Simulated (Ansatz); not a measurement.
We consider BSi2N (model structure, started from the BC2N type, R3m, No. 160, 4 atoms in the cell), described by r²SCAN (Ansatz, a first-principles code, plane waves, PAW).

Numerical settings: plane-wave cutoff 560 eV, 20×20×20 k mesh, Fermi–Dirac smearing 0.05 eV, scalar-relativistic PAW data made under PBE.

Cell (relaxed at this level):

```
BNSi2
1.0
    1.56408     0.90302     5.38323
   -1.56408     0.90302     5.38323
    0.00000    -1.80604     5.38323
B N Si
1 1 2
Cartesian
  0.00000   0.00000   0.21034
  0.00000   0.00000   1.85151
  0.00000   0.00000   7.90709
  0.00000   0.00000  10.21869
```

Question: Give the computed bulk modulus B0.

Answer: 
- bulk modulus B0: 147 GPa

The run finds no gap.

Note: the bulk modulus is −V dP/dV from two relaxed cells at ±2 % in volume; the relaxation could raise the start's symmetry but not lower it, so the cell can be a saddle point.

Computed values are for the static lattice.

A model structure was made by putting elements into a prototype or built by hand; it is no filed structure, need not be a known phase, and can be a saddle point held by its symmetry.
